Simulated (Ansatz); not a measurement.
Consider interstitial Na in beta Ga2O3, charge state +1. Computed with PBE, PAW (plane waves to 420 eV; Ansatz, an electronic-structure program).

120-site cell at the relaxed PBE lattice, the Γ point alone, smearing 0.01 eV, spin-restricted, no finite-size correction. No zero-point or tunnelling terms. The charge state is imposed; whether it is stable for some Fermi level was not computed. Sites that were not tried may lie lower. The start lies 0.82 eV above the lowest site run (PBE).

Barriers: single points on a 2×2×2 k-point mesh shifted by half a step at the bands' geometries.

The step: several atoms move together, Na the farthest; the atom moves 3.08 Å along (0.00, -1.00, 0.00) of the unit cell; the moving atom starts with neighbours 2 Ga at 2.26; 6 O at 2.14 Å and ends with 2 Ga at 2.26; 6 O at 2.14 Å.

**Question.** Estimate the migration barrier of this step that PBE, PAW returns for this input.

**Answer.** 767 meV, the same both ways. At the saddle the moving atom has neighbours 2 O at 1.95, 2 O at 2.46 Å. The saddle point's order was not checked, and it lies on a symmetry element of the cell, where a band can be held.
